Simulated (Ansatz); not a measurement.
Take Cu in the fcc (Cu type) structure (space group Fm-3m, No. 225; a = 3.5638 Å; relaxed with 0.1 eV smearing) as the base. Axes: x, y, z lie along the cube axes.

Method: Ansatz (a quantum-chemistry and plane-wave program) PBEsol, scalar-relativistic without spin-orbit coupling.

For the base:

* **Pressure**: 0.0 GPa
* **Shortest interatomic distance**: 2.520 Å

It is then changed as follows: uniaxial strain ε_zz = −2.00 %, all other strain components held at zero, atoms relaxed at fixed cell.

Question: What does the calculation give for the pressure, energy relative to the base and shortest interatomic distance after the change?

Answer: The pressure (mean of the normal stresses, compression positive) goes from zero to 3.6 GPa; the energy increases by 3.1 meV/atom; the shortest interatomic distance shrinks by 0.025 Å, from 2.520 Å to 2.495 Å.

Whether these cells are dynamically stable was not tested. The final runs are not spin-polarised.
